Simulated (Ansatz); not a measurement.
System: W-vacancy pair (W on one host Ti site, one Ti site vacant) in rock-salt TiN (neutral cell). Level of theory: PBE, PAW (plane waves to 420 eV; Ansatz, a first-principles code).

64-site cell at the relaxed PBE lattice, a 2×2×2 k-point mesh shifted by half a step, smearing 0.10 eV, spin-restricted, no finite-size correction. No zero-point or tunnelling terms. Spin-orbit coupling is left out. Forms of the defect that were not tried may lie lower.

Barriers: single points on a 4×4×4 k-point mesh shifted by half a step at the bands' geometries (they differ from the bands' own by up to 0.26 eV, and are uncertain by about as much).

The step: the W atom itself jumps into the vacancy (W-vacancy distance between ideal sites 3.00 Å throughout). Atoms about the jump, Cartesian Å from the middle of the jump, before and after:

```tsv
atom	x0	y0	z0	x1	y1	z1
W1	0.00	-0.98	-0.98	0.00	0.98	0.98
N2	0.00	-1.03	1.10	0.00	-1.10	1.03
N3	0.00	1.10	-1.03	0.00	1.03	-1.10
N4	-2.16	1.06	1.06	-2.14	1.07	1.07
N5	-2.14	-1.07	-1.07	-2.16	-1.06	-1.06
Ti6	-2.06	-1.01	1.06	-2.06	-1.06	1.01
Ti7	-2.06	1.06	-1.01	-2.06	1.01	-1.06
N8	2.16	1.06	1.06	2.14	1.07	1.07
N9	2.14	-1.07	-1.07	2.16	-1.06	-1.06
Ti10	2.06	-1.01	1.06	2.06	-1.06	1.01
Ti11	2.06	1.06	-1.01	2.06	1.01	-1.06
N12	0.00	1.07	3.24	0.00	1.05	3.20
N13	0.00	3.24	1.07	0.00	3.20	1.06
N14	0.00	-3.20	-1.05	0.00	-3.24	-1.07
N15	0.00	-1.06	-3.20	0.00	-1.07	-3.24
Ti16	0.00	-1.00	3.08	0.00	-1.00	3.16
Ti17	0.00	3.08	-1.00	0.00	3.16	-0.99
Ti18	0.00	-3.16	1.00	0.00	-3.08	1.00
Ti19	0.00	0.99	-3.16	0.00	1.00	-3.08
Ti20	-2.08	3.14	1.07	-2.18	3.21	1.06
Ti21	-2.08	1.07	3.14	-2.18	1.06	3.21
Ti22	-2.18	-3.21	-1.06	-2.08	-3.14	-1.07
Ti23	-2.18	-1.06	-3.21	-2.08	-1.07	-3.14
N24	-2.12	-1.06	3.18	-2.11	-1.05	3.17
N25	-2.12	3.17	-1.06	-2.11	3.17	-1.05
N26	-2.11	-3.17	1.05	-2.12	-3.18	1.06
N27	-2.11	1.05	-3.17	-2.12	1.06	-3.17
```

Q: Predict the transition state.

A: 
| atom | x | y | z |
|---|---|---|---|
| W1 | -0.46 | 0.01 | 0.00 |
| N2 | 0.07 | -1.27 | 1.27 |
| N3 | 0.07 | 1.28 | -1.28 |
| N4 | -1.96 | 0.97 | 0.96 |
| N5 | -1.96 | -0.96 | -0.97 |
| Ti6 | -2.29 | -1.22 | 1.22 |
| Ti7 | -2.29 | 1.22 | -1.22 |
| N8 | 2.15 | 1.05 | 1.05 |
| N9 | 2.15 | -1.05 | -1.05 |
| Ti10 | 2.17 | -1.03 | 1.03 |
| Ti11 | 2.17 | 1.03 | -1.03 |
| N12 | 0.01 | 1.05 | 3.20 |
| N13 | 0.01 | 3.21 | 1.04 |
| N14 | 0.01 | -3.20 | -1.05 |
| N15 | 0.01 | -1.04 | -3.21 |
| Ti16 | 0.02 | -1.04 | 3.23 |
| Ti17 | 0.02 | 3.24 | -1.05 |
| Ti18 | 0.02 | -3.23 | 1.04 |
| Ti19 | 0.02 | 1.05 | -3.24 |
| Ti20 | -2.06 | 3.19 | 1.06 |
| Ti21 | -2.06 | 1.06 | 3.19 |
| Ti22 | -2.06 | -3.18 | -1.06 |
| Ti23 | -2.06 | -1.05 | -3.19 |
| N24 | -2.13 | -1.08 | 3.23 |
| N25 | -2.13 | 3.24 | -1.09 |
| N26 | -2.13 | -3.23 | 1.09 |
| N27 | -2.13 | 1.09 | -3.24 |
It lies 4.39 eV above the start and 4.39 eV above the end. The saddle point's order was not checked, and it lies on a symmetry element of the cell, where a band can be held. Symmetry-equivalent saddle points exist between the same ends.
